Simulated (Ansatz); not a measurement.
A zone-centre phonon calculation of Lu3GaC (Pm-3m, 5 atoms in the cell) with Ansatz (an electronic-structure program).

Computed with LDA (PW92), default PAW files made with PBE (plane waves; Ansatz).

```yaml
crystal:
  lattice:
    - [4.69981, 0.00000, 0.00000]
    - [0.00000, 4.69981, 0.00000]
    - [0.00000, 0.00000, 4.69981]
  atoms:
    - { symbol: Lu, position: [0.50000, 0.00000, 0.00000] }
    - { symbol: Lu, position: [0.00000, 0.50000, 0.00000] }
    - { symbol: Lu, position: [0.00000, 0.00000, 0.50000] }
    - { symbol: Ga, position: [0.50000, 0.50000, 0.50000] }
    - { symbol: C, position: [0.00000, 0.00000, 0.00000] }
```

Reference input (self-consistent single point, DFT, LDA (PW92), plane waves, default PAW files made with PBE): basis.ecutwfc = 420 eV; kpoints.mp_grid.grid = 7 7 7; hamiltonian.xc = lda; hamiltonian.pseudopotentials = {kind: paw} (the program's default PAW files); scf.occupations.method = fermi_dirac; scf.occupations.width = 0.1 eV. This run's input differs from it in these lines:

Ansatz 0.2 input:
```diff
@@ -12,3 +12,3 @@
 basis:
-  ecutwfc: 420.0
+  ecutwfc: 630.0
 kpoints:
@@ -24,6 +24,4 @@
     width: 0.1
-output:
-  forces: true
-  eigenvalues: true
-  stress: true
+phonons:
+  method: dfpt
```

The program printed (abridged):

```
SCF iter   1: F=—  HF=-47431.581517 eV  |F-HF|=—  |Δ(HF+E_count)|=         —  Δρ=6.16e-3  dr2=6.05e-2  ethr=1.77e-3  ⟨swp⟩=8.0  Hψ=17204  notcnv=0  defer=12
all-band conjugate gradients solve this SCF's bands
preconditioner: auto → Kerker (q_TF=auto, 2.674 Å⁻¹)
SCF iter   2: F=—  HF=-47431.568745 eV  |F-HF|=—  |Δ(HF+E_count)|=   1.28e-2  Δρ=2.66e-3  dr2=9.97e-3  ethr=6.58e-5  ⟨swp⟩=2.8  Hψ=7628  notcnv=0  defer=57
   [... lines left out ...]
SCF iter  10: F=—  HF=-47431.566452 eV  |F-HF|=—  |Δ(HF+E_count)|=   1.64e-8  Δρ=2.16e-6  dr2=8.15e-9  ethr=7.14e-11  ⟨swp⟩=2.1  Hψ=6626  notcnv=0  defer=48
SCF iter  11: F=—  HF=-47431.566452 eV  |F-HF|=—  |Δ(HF+E_count)|=   2.53e-9  Δρ=7.27e-7  dr2=6.65e-10  ethr=8.86e-12  ⟨swp⟩=2.3  Hψ=6781  notcnv=0  defer=48
SCF iter  12: F=—  HF=-47431.566452 eV  |F-HF|=—  |Δ(HF+E_count)|=  3.35e-10  Δρ=1.76e-7  dr2=2.86e-11  ethr=1.00e-12  ⟨swp⟩=3.2  Hψ=9428  notcnv=0  defer=48
SCF iter  13: F=-47431.566452 eV  HF=-47431.566452 eV  |F-HF|=1.46e-11  |Δ(HF+E_count)|=  1.46e-11  Δρ=7.58e-8  dr2=5.18e-12  ethr=1.00e-12  ⟨swp⟩=15.5  Hψ=26241  notcnv=0
SCF 1 converged in 13 iterations: F = -47431.566452 eV  dr2 = 5.18e-12
DFPT response loops at Γ: preconditioner auto → Kerker (q_TF=auto, 2.674 Å⁻¹) (partly filled bands, converged f_vac=0.000) …
Free energy (F): -47431.566452 eV
Internal energy: -47431.526043 eV  (E = F + TS)
E sigma→0 (E₀):  -47431.546247 eV
Entropy (-TS):   -0.040409 eV (-8.082 meV/atom)
Fermi energy:    13.223364 eV
--- Phonons (Γ-DFPT): 4 representative perturbations + reference, on 64 of 343 k-points (Σ response iterations 13) ---
  k mesh reduced under 8 symmetry operations, with k and −k counted as one. Each operation leaves every solved displacement unchanged or reverses it
  ASR residual: 1.427e-4 → 0.000e0 eV/Å²; symmetrization residual: 1.519e-6 eV/Å²
  ASR residual per site (eV/Å²): 1.43e-4 1.43e-4 1.43e-4 3.71e-6 5.95e-5
  Γ frequencies (cm⁻¹): 0.00 0.00 0.00 71.19 71.19 71.19 80.12 80.12 80.12 141.41 141.41 141.41 373.47 373.47 373.47
  non-analytic LO–TO correction: not included (Born effective charges unavailable; polar crystals: no LO–TO splitting at Γ)
```

The run converged in 13 iterations. 

Summary of the result:
| Item | Value |
|---|---|
| Free energy E − TS (on the zero of these files) | -47431.5665 eV |
| Fermi level (on the code's own zero) | 13.22 eV |
| Zone-centre frequencies (cm⁻¹; negative means imaginary) | 0, 0, 0, 71, 71, 71, 80, 80, 80, 141, 141, 141, 373, 373, 373 |

The starting cell comes from a database of computed structures (which also holds hypothetical and non-ambient phases and stackings), without a prior relaxation at this level. Its lattice was rescaled by up to half a per cent.

Cost on one core of a shared machine: roughly 9 min.
